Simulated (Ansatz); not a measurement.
System: CsCl-type CoGa. Method: LDA in Ansatz (plane waves, PAW).

Numerical settings: plane-wave cutoff 520 eV, 22×22×22 k mesh, Fermi–Dirac smearing 0.035 eV (set by the program), no spin polarisation, scalar-relativistic PAW data made under PBE.

The cell has the measured lattice: a = b = c = 2.878 Å, α = β = γ = 90.00°.

Problem. Predict the Voigt–Reuss–Hill bulk modulus, elastic constant C44, elastic constant C11 and elastic constant C12.

Solution. 
- Voigt–Reuss–Hill bulk modulus: 153 GPa
- elastic constant C44: 92.9 GPa
- elastic constant C11: 184 GPa
- elastic constant C12: 137 GPa

Note: the cell isn't this level's own, so it is under some stress, which shifts stiffness and frequencies.

Elastic constants are with the ions relaxed.

Cost on a shared machine: about 6 core-minutes (a rough figure).

Ansatz is an electronic-structure program.
